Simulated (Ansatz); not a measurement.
System: fluorite PbF2 (high-temperature phase). Method: PBE0 in Ansatz (PAW).

Run with plane-wave cutoff 500 eV, 6×6×6 k mesh, gaussian smearing 0.02 eV, scalar-relativistic PAW data made under PBE.

The cell is the one relaxed with r²SCAN: a = b = c = 5.9213 Å, α = β = γ = 90.00°.

Question: Estimate the band gap that the calculation returns.

Answer: 
* **band gap**: 6.48 eV (on the SCF k mesh)

Note: cell and atoms aren't relaxed at this level (pressure 1.0 GPa).

Spin–orbit coupling is not included; with these elements it can move the gap by several tenths of an eV or more.

Static lattice: no zero-point or thermal effects.

The result took around 100 core-seconds (rough).

Ansatz is a first-principles code.
